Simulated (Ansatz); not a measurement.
## CsCl-type AuZn (cubic form, which distorts at low temperature)

Calculation: PBEsol (PAW; Ansatz, a quantum-chemistry and plane-wave program).

Settings: plane-wave cutoff 520 eV, 18×18×18 k mesh, Fermi–Dirac smearing 0.05 eV, scalar-relativistic PAW data made under PBE.

Cell (relaxed at this level):

```cif
data_AuZn
_chemical_formula_sum 'Zn1 Au1'
_space_group_name_H-M_alt 'P 1'
_space_group_IT_number 1
_cell_length_a 3.12855
_cell_length_b 3.12855
_cell_length_c 3.12855
_cell_angle_alpha 90.000
_cell_angle_beta 90.000
_cell_angle_gamma 90.000
loop_
_space_group_symop_operation_xyz
  'x, y, z'
loop_
_atom_site_label
_atom_site_type_symbol
_atom_site_fract_x
_atom_site_fract_y
_atom_site_fract_z
_atom_site_occupancy
Zn1 Zn 0.50000 0.50000 0.50000 1
Au1 Au 0.00000 0.00000 0.00000 1
```

```yaml
band_gap: zero (no gap)
bulk_modulus: 143 GPa
```

Measured, for comparison: bulk modulus 131 GPa (temperature not stated, not corrected to a static lattice; as tabulated in Nepal et al. (2020), arXiv:2007.11150). Computed (rounded) less measured: bulk modulus +9 %. A static lattice is as a rule a little smaller and stiffer than an uncorrected measurement, which narrows the difference in the bulk modulus and would widen misses of the other sign.

Note: symmetry holds this phase in the static calculation, where it need not be a minimum; the bulk modulus is −V dP/dV from two relaxed cells at ±2 % in volume.

Spin–orbit coupling is not included; it can shift volumes and moduli of such heavy elements.

The computed numbers hold no vibrational or temperature effects.
